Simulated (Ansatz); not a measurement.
## A computed series for TaN: pressure series

The parent structure is TaN in the rock salt structure (space group Fm-3m, No. 225; a = 4.4170 Å).

Cell and atoms are relaxed at each pressure.

Levels (all Ansatz, a quantum-chemistry and plane-wave program, PAW): PBE (420 eV, no SOC); r2SCAN (500 eV, no SOC).

The base cell above is that of PBE; each level relaxes its own structures.

```json
[
 {"case": "pressure −2 GPa", "lattice parameter a, PBE": "442.6 pm", "lattice parameter a, r2SCAN": "440.5 pm"},
 {"case": "pressure −1 GPa", "lattice parameter a, PBE": "442.1 pm", "lattice parameter a, r2SCAN": "440.1 pm"},
 {"case": "pressure 1.8 GPa", "lattice parameter a, PBE": "440.9 pm", "lattice parameter a, r2SCAN": "438.9 pm"},
 {"case": "pressure 4.2 GPa", "lattice parameter a, PBE": "439.9 pm", "lattice parameter a, r2SCAN": "437.9 pm"},
 {"case": "pressure 9 GPa", "lattice parameter a, PBE": "437.9 pm", "lattice parameter a, r2SCAN": "436.1 pm"},
 {"case": "pressure 18 GPa", "lattice parameter a, PBE": "434.5 pm", "lattice parameter a, r2SCAN": "432.9 pm"},
 {"case": "pressure 30 GPa", "lattice parameter a, PBE": "430.5 pm", "lattice parameter a, r2SCAN": "429.1 pm"},
 {"case": "pressure 45 GPa", "lattice parameter a, PBE": "426.1 pm", "lattice parameter a, r2SCAN": "424.9 pm"},
 {"case": "pressure 60 GPa", "lattice parameter a, PBE": "422.3 pm", "lattice parameter a, r2SCAN": "421.1 pm"}
]
```

PBE lies above r2SCAN in every row, by 1.1 pm to 2.1 pm. They put the cases in the same order.

Load acts through the strain it causes; cell and atoms are relaxed under it. No phonon test of stability was made. Competing high-pressure phases were not computed. The final runs are not spin-polarised. This is not the structure that TaN has at room temperature and ambient pressure.
